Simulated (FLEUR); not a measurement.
Worked example: self-consistent single point of Ni3Si (Pm-3m, 4 atoms in the cell) in FLEUR.

Computed with FLEUR with PBE, all-electron FLAPW (FLEUR), scalar-relativistic valence.

The change in words: lattice scaled by 0.98. Reference geometry:
```
CELL_PARAMETERS angstrom
      3.51807     0.00000     0.00000
      0.00000     3.51807     0.00000
      0.00000     0.00000     3.51807
ATOMIC_POSITIONS crystal
  Si 0.00000 0.00000 0.00000
  Ni 0.00000 0.50000 0.50000
  Ni 0.50000 0.00000 0.50000
  Ni 0.50000 0.50000 0.00000
```

Reference input (self-consistent single point, DFT, PBE, all-electron FLAPW (FLEUR), scalar-relativistic valence): Kmax = 4.7 1/bohr; GmaxXC = 16.4 1/bohr; xcFunctional = pbe; jspins = 1; l_soc = F; mode = hist; fermiSmearingEnergy = 0.00183747 Htr; mesh (inpgen div1-3) = 9 9 9; inpgen gamma flag = false; Gmax = 16.4 1/bohr; numbands = 0; maxIterBroyd = 15. This run's input differs from it in these lines:

```diff
@@ -6,3 +6,3 @@
 0.0000000000 0.0000000000 1.0000000000
-6.6481944564
+6.5152314366
 1.0 1.0 1.0
@@ -45,5 +45,5 @@
          <bravaisMatrix>
-            <row-1>    6.6481944563999997     0.0000000000000000     0.0000000000000000</row-1>
-            <row-2>    0.0000000000000000     6.6481944563999997     0.0000000000000000</row-2>
-            <row-3>    0.0000000000000000     0.0000000000000000     6.6481944563999997</row-3>
+            <row-1>    6.5152314365999997     0.0000000000000000     0.0000000000000000</row-1>
+            <row-2>    0.0000000000000000     6.5152314365999997     0.0000000000000000</row-2>
+            <row-3>    0.0000000000000000     0.0000000000000000     6.5152314365999997</row-3>
          </bravaisMatrix>
```

Log, with long lists cut:

```
 Iteration:     1   Distance:      12.74806797 me/bohr^3
 Iteration:     2   Distance:      10.45319234 me/bohr^3
 Iteration:     3   Distance:       8.38900680 me/bohr^3
 Iteration:     4   Distance:       4.27356620 me/bohr^3
 Iteration:     5   Distance:       2.65493329 me/bohr^3
   [... 6 lines left out ...]
 Iteration:    12   Distance:       0.00085722 me/bohr^3
 Iteration:    13   Distance:       0.00013438 me/bohr^3
 Iteration:    14   Distance:       0.00013451 me/bohr^3
 Iteration:    15   Distance:       0.00000794 me/bohr^3
 Run finished successfully
 Stop message:
   Structural relaxation: Done

[file out, last iteration]
             iter=     16
[...]
          total density-effective poten   -7.6882602724E+03
          total charge density-energy d   -2.1189413961E+02
 Updated energy parameters for spin:           1
[...]
 fermi energy and band-weighting factors:

[...]
FERMIE:
          first approx. to ef    (T=0)  :   0.453906 htr   (energy of the highest occ. eigenvalue)
          number of occ. states  (T=0)  :        908
          first approx. to seigv (T=0)  : -22.280656 htr
          sum of weights of occ. states :  26.020576
          sum of semicore charge        :   0.000000 e
FERHIS:  Fermi-Energy by histogram:
          bandgap                     :   0.001584 htr
   [... lines left out ...]
          charge neutrality (T=0)     :   0.041152    (zero if the highest occ. eigenvalue is "entirely" occupied)
     EF_NEWTON:  Adjust Fermi-Energy by Newton-Method.
 Direct bandgap for spin            1 :    2.1648289894224404E-003  Htr
 ---->    free energy=                     -4852.6023439235 htr
   [... lines left out ...]
      extrapolation for T->0
 ---->    total electron energy=           -4852.6020509700 htr
 ***** TOTAL FORCES ON ATOMS *****
 TOTAL FORCE FOR ATOM TYPE=  1  X=  0.000   Y=  0.000   Z=  0.000
                       FX_TOT= 0.000000 FY_TOT= 0.000000 FZ_TOT= 0.000000
 TOTAL FORCE FOR ATOM TYPE=  2  X=  0.000   Y=  3.258   Z=  3.258
                       FX_TOT= 0.000000 FY_TOT= 0.000000 FZ_TOT= 0.000000
 Structural relaxation: Done
```

The run converged in 15 iterations. FLEUR gives forces in its relaxation mode, with a further iteration, so its stop message speaks of a relaxation. Against the reference run the free energy rises by 20.8 meV/atom.

The starting cell has typed, rounded lattice constants, without a prior relaxation at this level. Its lattice was rescaled by a random factor within 2.5 % of one. For this run, on top of that: lattice scaled by 0.98. Spin polarisation is off. Values depend on the basis (sphere radii, cutoffs, local orbitals), which need not be converged. The log's line on a gap gives a spacing of levels on this mesh, which the program prints for metals too.

Cost on one core of a shared machine: roughly 60 s.
